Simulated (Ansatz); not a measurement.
Here is the system:

End structure of the (321) surface of bcc Li in its 1x1 cell, outermost plane spacing 0.92 Å in the ideal cut:

```yaml
crystal:
  lattice:
    - [2.97694, 0.00000, 0.00000]
    - [-0.99231, 7.42579, 0.00000]
    - [0.00000, 0.00000, 26.50000]
  atoms:
    - { symbol: Li, position: [0.82433, 0.32635, 0.31571] }
    - { symbol: Li, position: [0.61482, 0.71274, 0.34176] }
    - { symbol: Li, position: [0.29990, 0.05634, 0.38352] }
    - { symbol: Li, position: [0.20511, 0.43301, 0.41027] }
    - { symbol: Li, position: [0.89436, 0.77464, 0.44966] }
    - { symbol: Li, position: [0.75097, 0.15157, 0.48174] }
    - { symbol: Li, position: [0.46331, 0.49128, 0.51826] }
    - { symbol: Li, position: [0.31993, 0.86822, 0.55034] }
    - { symbol: Li, position: [0.00917, 0.20985, 0.58973] }
    - { symbol: Li, position: [0.91439, 0.58652, 0.61648] }
    - { symbol: Li, position: [0.59947, 0.93012, 0.65824] }
    - { symbol: Li, position: [0.38996, 0.31651, 0.68429] }
```

Set-up: 12 atoms, 10.1 Å thick at the start (thin: gaps and levels are the slab's own); mesh 13x5x1; 0.1 eV smearing; dipole correction on; single point; on the structure that PBE left under its start's symmetry; no spin, no spin-orbit, no U.

### Question
Give the surface energy (mean of both faces) at the level r2SCAN, at the PBE geometry run with Ansatz (a quantum-chemistry and plane-wave program).

### Answer
0.54 J/m²

### Question
Give the work function of the top face at the level r2SCAN, at the PBE geometry.

### Answer
3.01 eV
